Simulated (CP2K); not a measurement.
# Worked example: self-consistent single point of InP (F-43m, 2 atoms in the cell) in CP2K

Level of theory: CP2K 2026.2 with PBE, GPW, DZVP-MOLOPT-SR-GTH basis, GTH-PBE potentials (GTH_POTENTIALS).

This input was run:

```
&GLOBAL
  PROJECT scf
  RUN_TYPE ENERGY_FORCE
  PRINT_LEVEL LOW
&END GLOBAL
&FORCE_EVAL
  METHOD Quickstep
  STRESS_TENSOR ANALYTICAL
  &DFT
    BASIS_SET_FILE_NAME BASIS_MOLOPT
    POTENTIAL_FILE_NAME GTH_POTENTIALS
    &QS
      METHOD GPW
      EPS_DEFAULT 1E-10
    &END QS
    &MGRID
      CUTOFF 500
      REL_CUTOFF 50
      NGRIDS 5
    &END MGRID
    &SCF
      SCF_GUESS ATOMIC
      EPS_SCF 1E-6
      MAX_SCF 100
      ADDED_MOS 4
      &DIAGONALIZATION
        ALGORITHM STANDARD
      &END DIAGONALIZATION
      &MIXING
        METHOD BROYDEN_MIXING
        ALPHA 0.2
        NBUFFER 8
        BETA 1
      &END MIXING
      &SMEAR ON
        METHOD FERMI_DIRAC
        ELECTRONIC_TEMPERATURE [K] 232.09
      &END SMEAR
    &END SCF
    &KPOINTS
      SCHEME MONKHORST-PACK 7 7 7
    &END KPOINTS
    &XC
      &XC_FUNCTIONAL PBE
      &END XC_FUNCTIONAL
    &END XC
    &PRINT
      &MO
        EIGENVALUES T
        OCCUPATION_NUMBERS T
        NDIGITS 8
        FILENAME mo
        &EACH
          QS_SCF 0
        &END EACH
        ADD_LAST NUMERIC
      &END MO
      &MULLIKEN OFF
      &END MULLIKEN
    &END PRINT
  &END DFT
  &SUBSYS
    &CELL
      A 4.15071700 0.00000000 0.00000000
      B 2.07535800 3.59462600 0.00000000
      C 2.07535800 1.19820900 3.38904600
      PERIODIC XYZ
    &END CELL
    &COORD
      SCALED
      In       0.00000000     0.00000000     0.00000000
      P        0.25000000     0.25000000     0.25000000
    &END COORD
    &KIND In
      BASIS_SET DZVP-MOLOPT-SR-GTH
      POTENTIAL GTH-PBE-q13
    &END KIND
    &KIND P
      BASIS_SET DZVP-MOLOPT-SR-GTH
      POTENTIAL GTH-PBE-q5
    &END KIND
  &END SUBSYS
  &PRINT
    &FORCES ON
    &END FORCES
    &STRESS_TENSOR ON
    &END STRESS_TENSOR
  &END PRINT
&END FORCE_EVAL
```

Output, abridged:

```
 GLOBAL| Method name                                                        CP2K
 GLOBAL| Project name                                                        scf
 GLOBAL| Run type                                                   ENERGY_FORCE

 TOTAL NUMBERS AND MAXIMUM NUMBERS

  Total number of            - Atomic kinds:                                   2
                             - Atoms:                                          2
                             - Shell sets:                                     2
                             - Shells:                                        12
                             - Primitive Cartesian functions:                 10
                             - Cartesian basis functions:                     44
                             - Spherical basis functions:                     38

  Maximum angular momentum of- Orbital basis functions:                        3
                             - Local part of the GTH pseudopotential:          0
                             - Non-local part of the GTH pseudopotential:      4

 SCF PARAMETERS         Density guess:                                    ATOMIC
                        max_scf:                                             100
                        max_diis:                                              4
                        eps_scf:                                        1.00E-06
                        eps_diis:                                       1.00E-01
                        eps_eigval:                                     1.00E-05
                        level_shift [a.u.]:                             0.000000
                        added MOs                                         4    0
                        Mixing method:                            BROYDEN_MIXING
                                                charge density mixing in g-space
                        Smear method:                                FERMI_DIRAC
                        Electronic temperature [K]:                        232.1
                        Electronic temperature [a.u.]:                  7.35E-04
                        Accuracy threshold:                             1.00E-10
                        No outer SCF

 Extrapolation method: initial_guess

 Number of electrons:                                                         18
 Number of occupied orbitals:                                                  9
 Number of molecular orbitals:                                                13

 Number of orbital functions:                                                 38
 Number of independent orbital functions:                                     38

 SCF WAVEFUNCTION OPTIMIZATION

  Step     Update method      Time    Convergence         Total energy    Change
     1 NoMix/Diag. 0.20E+00      -     1.44402599       -63.0010898756 -6.30E+01
     2 Broy./Diag. 0.20E+00      -     0.04054234       -62.8931388092  1.08E-01
     3 Broy./Diag. 0.20E+00      -     0.14833263       -62.8858535446  7.29E-03
     4 Broy./Diag. 0.20E+00      -     0.00827207       -62.9086451510 -2.28E-02
     5 Broy./Diag. 0.20E+00      -     0.00531252       -62.9189721987 -1.03E-02
     6 Broy./Diag. 0.20E+00      -     0.00077711       -62.9200130410 -1.04E-03
     7 Broy./Diag. 0.20E+00      -     0.00114309       -62.9154053167  4.61E-03
   [... 3 lines left out ...]
    11 Broy./Diag. 0.20E+00      -     0.00000412       -62.9219031469  5.79E-05
    12 Broy./Diag. 0.20E+00      -     0.00000389       -62.9218910695  1.21E-05
    13 Broy./Diag. 0.20E+00      -     0.00000147       -62.9218885867  2.48E-06
    14 Broy./Diag. 0.20E+00      -     0.00000148       -62.9218854612  3.13E-06
    15 Broy./Diag. 0.20E+00      -     0.00000049       -62.9218833491  2.11E-06

  *** SCF run converged in    15 steps ***

  Electronic density on regular grids:        -17.9999999976        0.0000000024
  Core density on regular grids:               17.9999999979       -0.0000000021
  Total charge density on r-space grids:        0.0000000003
  Total charge density g-space grids:           0.0000000003

  Overlap energy of the core charge distribution:               0.00000000010570
  Self energy of the core charge distribution:               -106.35184076003340
  Core Hamiltonian energy:                                     31.70321194250902
  Hartree energy:                                              20.86751452194823
  Exchange-correlation energy:                                 -9.14076905365857
  Electronic entropic energy:                                  -0.00000000002014
  Fermi energy:                                                 0.18761867770409

  Total energy:                                               -62.92188334914916
  Total energy (extrapolated to T->0):                        -62.92188334913909

 ENERGY| Total FORCE_EVAL ( QS ) energy [hartree]            -62.921883206884786

 FORCES| Atomic forces [hartree/bohr]
 FORCES|   Atom     x               y               z               |f|
 FORCES|      1 -2.92000273E-08  2.16047247E-08  4.58930389E-08   5.85284268E-08
 FORCES|      2  2.91439312E-08 -2.16368293E-08 -4.59154641E-08   5.85299151E-08
 FORCES| Sum    -5.60960736E-11 -3.21045920E-11 -2.24252471E-11
 FORCES| Total atomic force                                       6.84132005E-11

 STRESS| Analytical stress tensor [bar]
 STRESS|                        x                   y                   z
 STRESS|      x        3.52173513264E+04   1.15296834982E-01   8.15270226922E-02
 STRESS|      y        1.15296834982E-01   3.52175422502E+04  -2.78248160394E-04
 STRESS|      z        8.15270226922E-02  -2.78248160394E-04   3.52174224963E+04
 STRESS| 1/3 Trace                                             3.52174386910E+04
```

The run converged in 15 iterations.

The starting cell has typed, rounded lattice constants, without a prior relaxation at this level. Values carry the incompleteness of an atom-centred basis. With a pressure of about 4 GPa the cell is away from its equilibrium volume at this level.

Cost on one core of a shared machine: roughly 30 s.
